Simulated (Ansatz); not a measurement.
The reference is NbN in the rock salt structure (space group Fm-3m, No. 225; a = 4.3801 Å). Axes: x, y, z lie along the cube axes.

The values are results of Ansatz (an electronic-structure program), PBEsol, PAW, cutoff 420 eV, no SOC, not measurements.

One thing is altered: every lattice vector is stretched by 2.80 %; the atoms relax in the strained cell.

Problem. Predict the stress tensor and what it implies for the stiffness.

Solution. Stress of the strained cell less that of the base (GPa, compression positive):
```
  -23.0     0.0     0.0
    0.0   -23.0     0.0
    0.0     0.0   -23.0
```

Then B = −ΔP/(ΔV/V₀) with ΔV/V₀ = 0.0864 gives secant stiffness values (nonlinear terms included at this strain): B ≈ 266 GPa.

As a check, the harmonic strain energy −½ V₀ Δσ:ε is 63 meV/atom; the computed energy rise is 70 meV/atom.

No phonon test of stability was made. The final runs are not spin-polarised.
